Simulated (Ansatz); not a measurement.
We consider Ga2O3 (model structure, started from the A-La2O3 type, P-3m1, No. 164, 5 atoms in the cell), described by r²SCAN+rVV10 in Ansatz (plane waves, PAW).

Run with plane-wave cutoff 560 eV, 12×12×8 k mesh (along the axes of the cell as run), Fermi–Dirac smearing 0.01 eV, scalar-relativistic PAW data made under PBE.

Cell (relaxed at this level):

Ga$_{2}$O$_{3}$ is taken in the trigonal space group P-3m1 (No. 164), Pearson symbol hP5. Cell: a = 2.989 Å, b = 2.989 Å, c = 6.648 Å, α = 90.00°, β = 90.00°, γ = 120.00°. Ga on 2d is coordinated by 3 O at 1.867 Å and 3 O at 2.217 Å. O1 on 1a has 6 Ga at 2.217 Å (octahedral). O2 on 2d is surrounded by 3 Ga at 1.867 Å (trigonal pyramidal). (Neighbours: up to the widest gap in distance over summed covalent radii, below 1.35, at either atom; cation-cation and far metal-metal contacts left out.)

Task: What does this level give for the band gap?

Result: 
band gap: 2.97 eV (direct)

Note: the relaxation could raise the start's symmetry but not lower it, so the cell can be a saddle point.

Spin–orbit coupling is not included.

The computed numbers hold no vibrational or temperature effects.

Cost on a shared machine: around 30 core-seconds (rough).

A model structure was made by putting elements into a prototype or built by hand; it is no filed structure, need not be a known phase, and can be a saddle point held by its symmetry.

Ansatz is a program for electronic structure.
